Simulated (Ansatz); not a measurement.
The structure below was relaxed with PBE (Ansatz, an electronic-structure program), no spin-orbit coupling.

```
CELL_PARAMETERS angstrom
      5.56419     0.00000     0.00000
      0.00000     5.56419     0.00000
      0.00000     0.00000     5.56419
ATOMIC_POSITIONS crystal
  P  0.50000 0.00000 0.50000
  As 0.00000 0.00000 0.00000
  P  0.50000 0.50000 0.00000
  P  0.00000 0.50000 0.50000
  Ga 0.74558 0.25442 0.74558
  Ga 0.25442 0.25442 0.25442
  Ga 0.74558 0.74558 0.25442
  Ga 0.25442 0.74558 0.74558
```

**Question.** Find the space group and the Wyckoff positions.

**Answer.** Space group P-43m (No. 215); a = 5.564 Å, b = 5.564 Å, c = 5.564 Å, α = 90.00°, β = 90.00°, γ = 90.00°

| atom | site | symmetry | x | y | z |
|---|---|---|---|---|---|
| P | 3c | -42.m | 0.0000 | 0.5000 | 0.5000 |
| As | 1a | -43m | 0.0000 | 0.0000 | 0.0000 |
| Ga | 4e | .3m | 0.2544 | 0.2544 | 0.2544 |

**Question.** Describe the coordination.

**Answer.** The crystal has 8 atoms in its conventional cell. Lattice parameters: a = 5.564 Å, b = 5.564 Å, c = 5.564 Å, α = 90.00°, β = 90.00°, γ = 90.00°. P is coordinated by 4 Ga at 2.396 Å (tetrahedral). As is coordinated by 4 Ga at 2.452 Å (tetrahedral). Ga has 3 P at 2.396 Å and 1 As at 2.452 Å (tetrahedral). (Neighbours: up to the widest gap in distance over summed covalent radii, below 1.35, at either atom; cation-cation and far metal-metal contacts left out.)

These are small ordered cells, not random alloys; other orderings at the same x differ. No phonon test of stability was made. The cell was made from GaP by this change: x(As) = 0.25, 8 atoms, P-43m.
